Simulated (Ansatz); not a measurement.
Consider the formation energy of the neutral K_Sn in SnO (P4/nmm). Reaction: 54 SnO (P4/nmm) + K (bcc) → cell A + Sn (white tin).

Cell A: a supercell of 108 sites of SnO (P4/nmm) with K on a Sn site (4 O at 2.61 Å); an odd number of electrons; spin state with PBE: no moments, k-point mesh 2×2×2.
```
CELL_PARAMETERS angstrom
     11.50997     0.00000     0.00000
      0.00000    11.50997     0.00000
      0.00000     0.00000    14.28288
ATOMIC_POSITIONS crystal
  Sn 0.99998 0.16662 0.08158
  Sn 0.16381 0.00010 0.25196
  O  0.16629 0.16628 0.99976
  O  0.99974 0.99998 0.99946
  Sn 0.99857 0.16536 0.41417
  Sn 0.16684 0.99998 0.58502
  O  0.16197 0.16291 0.33489
  O  0.99700 0.00014 0.33261
  Sn 0.99858 0.16521 0.74901
  Sn 0.16643 0.99999 0.91899
  O  0.16598 0.16637 0.66798
  O  0.99973 0.99997 0.66731
  Sn 0.99952 0.49993 0.08171
  Sn 0.16810 0.33465 0.25269
  O  0.16643 0.49995 0.99981
  O  0.99965 0.33290 0.99970
  Sn 0.99935 0.49993 0.41048
  Sn 0.16363 0.33019 0.58786
  O  0.15167 0.49990 0.32488
  O  0.99612 0.32856 0.33471
  Sn 0.99981 0.49994 0.74871
  Sn 0.16648 0.33306 0.91927
  O  0.16640 0.49993 0.66744
  O  0.99978 0.33256 0.66794
  Sn 0.00000 0.83332 0.08158
  Sn 0.16800 0.66526 0.25268
  O  0.16628 0.83366 0.99972
  O  0.99967 0.66701 0.99974
  Sn 0.99866 0.83474 0.41417
  Sn 0.16362 0.66970 0.58785
  O  0.16188 0.83727 0.33473
  O  0.99629 0.67135 0.33484
  Sn 0.99861 0.83472 0.74901
  Sn 0.16646 0.66684 0.91928
  O  0.16597 0.83355 0.66795
  O  0.99980 0.66733 0.66797
  Sn 0.33338 0.16613 0.08172
  Sn 0.50285 0.99995 0.25194
  O  0.50041 0.16627 0.99971
  O  0.33335 0.99997 0.99885
  Sn 0.33342 0.16598 0.41050
  Sn 0.49989 0.99993 0.58501
  O  0.50481 0.16280 0.33472
  O  0.33334 0.00004 0.32862
  Sn 0.33338 0.16639 0.74872
  Sn 0.50026 0.99995 0.91898
  O  0.50076 0.16637 0.66794
  O  0.33337 0.99995 0.66705
  Sn 0.33333 0.49996 0.08130
  Sn 0.49866 0.33481 0.25272
  O  0.50026 0.49998 0.99983
  O  0.33336 0.33304 0.99982
  K  0.33328 0.50001 0.43391
  Sn 0.50310 0.33023 0.58786
  O  0.51494 0.50011 0.32499
  O  0.33341 0.31833 0.32494
  Sn 0.33335 0.49995 0.74870
  Sn 0.50023 0.33311 0.91928
  O  0.50032 0.49997 0.66747
  O  0.33337 0.33298 0.66746
  Sn 0.33333 0.83380 0.08172
  Sn 0.49853 0.66532 0.25271
  O  0.50039 0.83364 0.99974
  O  0.33333 0.66689 0.99983
  Sn 0.33325 0.83405 0.41049
  Sn 0.50308 0.66969 0.58786
  O  0.50465 0.83710 0.33484
  O  0.33321 0.68168 0.32496
  Sn 0.33335 0.83351 0.74872
  Sn 0.50021 0.66684 0.91928
  O  0.50074 0.83352 0.66797
  O  0.33334 0.66692 0.66746
  Sn 0.66669 0.16661 0.08158
  Sn 0.83333 0.00000 0.25110
  O  0.83332 0.16637 0.99944
  O  0.66695 0.99995 0.99945
  Sn 0.66800 0.16529 0.41417
  Sn 0.83336 0.99994 0.58499
  O  0.83318 0.16376 0.33257
  O  0.66963 0.99987 0.33260
  Sn 0.66811 0.16519 0.74900
  Sn 0.83334 0.99996 0.91929
  O  0.83334 0.16634 0.66730
  O  0.66698 0.99994 0.66731
  Sn 0.66717 0.49999 0.08172
  Sn 0.83324 0.33053 0.25195
  O  0.83334 0.49997 0.99886
  O  0.66702 0.33292 0.99974
  Sn 0.66733 0.50011 0.41052
  Sn 0.83334 0.33344 0.58501
  O  0.83334 0.50004 0.32868
  O  0.67040 0.32872 0.33487
  Sn 0.66692 0.49997 0.74872
  Sn 0.83332 0.33306 0.91898
  O  0.83337 0.49995 0.66706
  O  0.66693 0.33258 0.66797
  Sn 0.66670 0.83330 0.08158
  Sn 0.83340 0.66950 0.25195
  O  0.83336 0.83356 0.99945
  O  0.66703 0.66702 0.99971
  Sn 0.66804 0.83467 0.41417
  Sn 0.83339 0.66646 0.58501
  O  0.83345 0.83625 0.33260
  O  0.67051 0.67145 0.33471
  Sn 0.66812 0.83469 0.74900
  Sn 0.83336 0.66687 0.91898
  O  0.83337 0.83356 0.66730
  O  0.66695 0.66733 0.66793
```

Reference: Sn (white tin, I4₁/amd), 2 atoms in the cell, k-point mesh 22×22×22 on the run's own vectors. Conventional cell: a = 5.863 Å, b = 5.863 Å, c = 3.168 Å, α = 90.00°, β = 90.00°, γ = 90.00°.

Reference: SnO (P4/nmm), 108 atoms in the cell, the relaxed perfect crystal repeated, atoms not moved again, k-point mesh 2×2×2 on the run's own vectors.

Reference: K (bcc, Im-3m), 1 atom in the cell, k-point mesh 16×16×16 on the run's own vectors. Conventional cell: a = 5.174 Å, b = 5.174 Å, c = 5.174 Å, α = 90.00°, β = 90.00°, γ = 90.00°.

All numbers come from Ansatz (a quantum-chemistry and plane-wave program), plane waves with PAW, its default PAW set, cutoff 420 eV, 500 eV for r2SCAN. The structures are at rest with PBE+D3(BJ), within the held lattices; other levels are single points on them. Neutral cells; Fermi-Dirac smearing of at most 0.10 eV in the solids, energies taken to zero width. The lattices are those relaxed with PBE+D3(BJ), so at other levels the solids can be strained, which adds to the spread. Larger cells are relaxed from a start prepared with the learned potential CHGNet, on a coarser mesh till forces fall under 0.03 eV/Å, which some starts already meet. A dispersion term (D3(BJ), or D4 for r2SCAN) was computed beside these levels and is taken off wherever the name lacks it. The PAW files were made for PBE and serve at the other functionals too. Space groups of crystals are read within 0.01 Å. No zero-point or thermal terms. The structures are the rest points that the relaxations reached, not proven lowest. The runs are scalar-relativistic, without spin-orbit coupling. Values are for these cell sizes. Mesh and cell size may move defect energies by 0.1 eV or more. The value holds for the reservoirs listed; other chemical potentials shift it. Cell A has symmetry P4mm within 0.02 Å and got no random move, so less symmetric positions, which may lie lower, weren't tried.

### Question
Predict the value from r2SCAN+D4.

### Answer
-0.89 eV, for 54 SnO (P4/nmm) + K (bcc) → cell A + Sn (white tin).

### Question
How does the value move with the functional?

### Answer
| Method | value (eV) | less r2SCAN+D4 |
|---|---|---|
| PBE | -0.55 | 0.34 |
| r2SCAN | -0.91 | -0.02 |

The levels shown span 0.36 eV, from r2SCAN (-0.91) to PBE (-0.55).
